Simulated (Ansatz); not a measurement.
The starting structures come from a database of crystals and need not be the phases stable at ambient conditions.

 Where the default PAW files enter, the runs use the earlier of Ansatz's two default sets.

Crystal: Ba₂CaMoO₆ (Fm-3m, not sure to be the ambient phase, 10 atoms a cell, 15.4 Å³ an atom, -6 GPa at this level); planes in its conventional cell.

Level of theory: r2SCAN (plane waves, PAW; Ansatz, a program for electronic structure).

No gap correction and no spin-orbit coupling; mid-gap values are interpolated between computed energies.

```tsv
plane	area of the cell (Å²)	mid-gap κ (1/Å)	largest κ in the gap (1/Å)
(001)	36.1	0.32	0.33
(111)	31.3	[?]	[?]
(110)	51.1	0.32	0.33
```

**Question.** The slowest decay depends on the direction. Supply the withheld values.

**Answer.** 
- (111), mid-gap κ (1/Å): 0.38
- (111), largest κ in the gap (1/Å): 0.38
